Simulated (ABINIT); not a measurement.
ABINIT run on In (I4/mmm, 1 atom in the cell): self-consistent single point.

Computed with PBE, norm-conserving pseudopotentials (PseudoDojo nc-sr-05 PBE standard) (plane waves; ABINIT).

The change in words: lattice scaled by 0.98. Reference geometry:
```
In
1.0
   -1.62500     1.62500     2.47500
    1.62500    -1.62500     2.47500
    1.62500     1.62500    -2.47500
In
1
Cartesian
  0.00000   0.00000   0.00000
```

Reference input (self-consistent single point, DFT, PBE, plane waves, norm-conserving pseudopotentials (PseudoDojo nc-sr-05 PBE standard)): pseudos = [In.upf]; ecut = 35 Ha; occopt = 3; tsmear = 0.1 eV; ngkpt = 15 15 15; nshiftk = 1; shiftk = 0 0 0; potentials = PseudoDojo nc-sr-05 PBE standard; nband = 12; kptopt = 1; nstep = 100; toldfe = 1e-09 Ha. This run's input differs from it in these lines:

```diff
@@ -5,5 +5,5 @@
 rprim
-        -3.0708049525    3.0708049525    4.6770721584
-         3.0708049525   -3.0708049525    4.6770721584
-         3.0708049525    3.0708049525   -4.6770721584
+        -3.0093888535    3.0093888535    4.5835307153
+         3.0093888535   -3.0093888535    4.5835307153
+         3.0093888535    3.0093888535   -4.5835307153
 natom 1
```

Log, with long lists cut:

```
--- !BeginCycle
solver: {iscf: 7, nstep: 100, nline: 4, wfoptalg: 0, }
tolerances: {toldfe: 1.00E-09, }
...

     iter   Etot(hartree)      deltaE(h)  residm     vres2
 ETOT  1  -66.349668901271    -6.635E+01 9.514E-01 3.008E+00
 ETOT  2  -66.451043614079    -1.014E-01 2.815E-02 5.050E-01
 ETOT  3  -66.451078062381    -3.445E-05 3.544E-02 1.048E-01
 ETOT  4  -66.451096626404    -1.856E-05 6.704E-03 1.423E-02
 ETOT  5  -66.451098595230    -1.969E-06 5.369E-03 8.682E-05
 ETOT  6  -66.451098603754    -8.524E-09 3.062E-03 5.187E-06
 ETOT  7  -66.451098604505    -7.507E-10 2.033E-03 3.994E-08
 ETOT  8  -66.451098604513    -7.802E-12 1.504E-03 1.168E-09
 At SCF step    8, etot is converged :
  for the second time, diff in etot=  7.802E-12 < toldfe=  1.000E-09

 Cartesian components of stress tensor (hartree/bohr^3)
  sigma(1 1)= -1.82503475E-04  sigma(3 2)=  0.00000000E+00
  sigma(2 2)= -1.82503475E-04  sigma(3 1)=  0.00000000E+00
  sigma(3 3)= -1.61740129E-04  sigma(2 1)=  0.00000000E+00

 ----iterations are completed or convergence reached----

 reduced coordinates (array xred) for    1 atoms
       0.000000000000      0.000000000000      0.000000000000
 cartesian forces (eV/Angstrom) at end:
    1     -0.00000000000000    -0.00000000000000    -0.00000000000000
 frms,max,avg= 0.0000000E+00 0.0000000E+00   0.000E+00  0.000E+00  0.000E+00 e/A
 length scales=  1.000000000000  1.000000000000  1.000000000000 bohr
   [... lines left out ...]
 Fermi (or HOMO) energy (hartree) =   0.26916   Average Vxc (hartree)=  -0.39967
   [... lines left out ...]
total_energy        : -6.64510986045128E+01
total_energy_eV     : -1.80822635204611E+03
band_energy         : -2.32219594221519E+00
...

-Cartesian components of stress tensor (GPa)         [Pressure=  5.1658E+00 GPa]
- sigma(1 1)= -5.36943672E+00  sigma(3 2)=  0.00000000E+00
- sigma(2 2)= -5.36943672E+00  sigma(3 1)=  0.00000000E+00
- sigma(3 3)= -4.75855809E+00  sigma(2 1)=  0.00000000E+00

 Calculation completed.
```

The run converged in 8 iterations. Against the reference run the free energy goes up by 33.4 meV/atom and the pressure goes from 1.97 to 5.17 GPa.

The starting cell has typed, rounded lattice constants, without a prior relaxation at this level. For this run, on top of that: lattice scaled by 0.98. With a pressure of about 5 GPa the cell is away from its equilibrium volume at this level.

Cost on one core of a shared machine: roughly 2 min.
